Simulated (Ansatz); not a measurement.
Functionals compared on a constructed model of the (100) surface of fcc Al, a pseudomorphic layer of In in the host's stacking (bottom of the slab: a bare face, its two planes held), in Ansatz (plane waves, PAW). The structure was relaxed with PBE; the other rows are single points on it. Cutoff 420 eV (500 eV for r2SCAN).

Slab: 7 atoms, 12.0 Å thick at the start; k 13x13x1, smearing 0.1 eV, dipole-corrected; 2 atoms held, the rest relaxed; start symmetry kept, larger cells not searched; no spin, no spin-orbit, no U. It is one candidate, not shown to be the stable structure of the face. These notes are the PBE run's.

```csv
functional,work function of the top face (eV),rough cost of the single point
PBE,3.73,–
RPBE,[?],roughly 9 core-seconds
r2SCAN,3.84,roughly 18 core-seconds
```

Q: What belongs in the gaps?

A: 
- RPBE, work function of the top face (eV): 3.60

Ansatz is a program for electronic structure.
